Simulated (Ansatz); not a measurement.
System: TaSnO (model structure, within 0.1 Å of P4/mmm, No. 123, 6 atoms in the cell). Method: PBE in Ansatz (PAW).

Run with plane-wave cutoff 520 eV, 16×16×8 k mesh (along the axes of the cell as run), Fermi–Dirac smearing 0.05 eV, scalar-relativistic PAW data made under PBE.

Cell (relaxed at this level):

Space group P4/mmm (No. 123); a = b = 4.0592 Å, c = 3.8595 Å, α = β = γ = 90.00°

```tsv
atom	site	symmetry	x	y	z
Ta	1c	4/mmm	0.5000	0.5000	0.0000
Sn	1a	4/mmm	0.0000	0.0000	0.0000
O	1d	4/mmm	0.5000	0.5000	0.5000
```
(The calculation used a cell of 6 atoms; values per cell refer to that cell.)

Estimate the bulk modulus B0 that the calculation returns.


bulk modulus B0: 93.3 GPa

The run finds no gap.

Note: the bulk modulus is −V dP/dV from two relaxed cells at ±2 % in volume.

Spin–orbit coupling is not included; it can open a gap where bands touch, and shift volumes and moduli.

Computed values are for the static lattice.

The result took roughly 40 core-minutes.

A model structure was made by putting elements into a prototype or built by hand; it is no filed structure, need not be a known phase, and can be a saddle point held by its symmetry.

Ansatz is a program for electronic structure.
